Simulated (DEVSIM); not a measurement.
System: Schottky contact on n-type β-Ga2O3, at 300 K.

Layer 1 from the left is β-Ga2O3, thickness (μm) 4.00, Nd (cm⁻³) 1.3e16, τn (s) 1.9e-8, τp (s) 1.9e-8.

Left contact: Schottky, work function 4.94 eV, emission velocity 2.5e6 cm/s. Right contact: ohmic. Voltage is applied to the left contact. Recombination: SRH at mid-gap. Mobility is μmin + (μ − μmin)/(1 + (N/Nref)^α).

This is a model device: material constants are rounded textbook-type values typed into the input, and sizes, dopings and lifetimes were drawn at random. Values at 300 K.

β-Ga2O3: gap (eV) 4.8, affinity (eV) 4, permittivity 10, Nc (cm⁻³) 3.7e18, Nv (cm⁻³) 5e20, μn (cm²/Vs) 160, μp (cm²/Vs) 1, μn,min 20, μp,min 0.1, Nref,n 1e18, Nref,p 1e18, αn 0.8, αp 0.8.

Q: Estimate by hand the built-in potential, the peak field at zero bias, the capacitance at -3 V, and compare with a numerical solution.

A: 
- Built-in potential: barrier φB = 0.940 eV; Vbi = φB − kT/q ln(N_band/N) = 0.794 V; numerical 0.794 V.
- Peak field at zero bias: depletion approximation: W = √(2εVbi/(qN)) = 0.260 μm with N = 1.30e16 cm⁻³; field = 2Vbi/W = 61100 V/cm; numerical 60000 V/cm (estimate above by 1.9 %).
- Capacitance at -3 V: C = √(qεN / 2(Vbi + |V|)) = 15.6 nF/cm²; numerical 15.6 nF/cm².

Simulated with DEVSIM: 1D drift-diffusion, Boltzmann statistics, complete ionisation; no tunnelling, impact ionisation, image-force lowering or self-heating. Metal contacts follow the ideal Schottky-Mott rule: no Fermi-level pinning, no interface dipoles.
